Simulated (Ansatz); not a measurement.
Zr: energy against volume

Zr (hcp, P6_3/mmc, 22.465 Å³/atom and stress up to 0.01 GPa in the relaxed cell, c along z) under hydrostatic pressure, with the cell free. PBEsol in Ansatz, a plane-wave DFT program (PAW, default set), 420 eV, 17×17×9 Γ-centred mesh, Fermi-Dirac smearing 0.05 eV; ions are relaxed, or left where forces stay under 0.02 eV/Å, within the symmetry of each cell.

Here V stands for volume and E for E less E0.

| volume (Å³/atom) | E less E0 (meV/atom) | pressure (GPa) |
|---|---|---|
| 22.9395 | 3.03 | -2.00 |
| 22.6965 | 0.74 | -1.00 |
| 22.4645 | 0.00 | 0.00 |
| 22.2634 | 0.56 | 0.90 |
| 22.0055 | 2.97 | 2.10 |
| 21.5230 | 12.90 | 4.50 |
| 20.7137 | 46.81 | 9.00 |
| 19.7834 | ? | ? |

Q: Fit E against V with the third-order Birch-Murnaghan form, a cubic in V^(-2/3), and predict the withheld value at V = 19.7834.

A: With u = V^(-2/3) - 0.1271, the rows have u = -0.0032363, -0.0023538, -0.0014964, -0.0007411, 0.0002442, 0.0021404, 0.0054851. Least squares gives E = 2.201 + 2936.8·u + 972221·u² - 4541920·u³. Residuals (row less fit): -0.003, 0.006, 0.001, 0.000, -0.006, 0.004, -0.001; standard error 0.006 (degrees of freedom: 3). Its minimum lies at u = -0.0014947, so V0 = (0.1256053)^(-3/2) = 22.46. There d²E/du² = 1985000 and d³E/du³ = -2.725e7, so B0 = (4/9) × 22.46^(-7/3) × 1985000 × 0.160218 = 99.3 GPa (the last factor turns the table's units into GPa), and B0' = 4 + (2/3) × 0.1256053 × (-2.725e7)/1985000 = 2.9. B0' rests on the cubic coefficient alone and has a standard error of 0.1 from these residuals. At the withheld row, u = 0.0096097, so E = 2.201 + 2936.8 × 0.0096097 + 972221 × 0.0096097² - 4541920 × 0.0096097³ = 116.173 meV/atom. The calculation gives 116.11 meV/atom, 0.063 meV/atom below the prediction (0.1 % of the range of E in the table). The row lies outside the fitted rows, so this is an extrapolation. The scatter of the fitted rows lies at the last printed digit.

In a metal these values are sensitive to mesh and smearing; energies are taken to zero smearing, stresses follow the free energy. The runs aren't spin-polarised. Other structures, which can take over under pressure, weren't tried. The same form fitted to the pressure column gives B0' = 2.9; series where the two differ by over 0.4 aren't shown. Rows are the converged runs of the series near zero and its far end, less any whose ions stayed unrelaxed beside relaxed ones; series whose fitted rows scatter by over a few per cent of the range, as at a crossing or softening among them, aren't shown in this form.
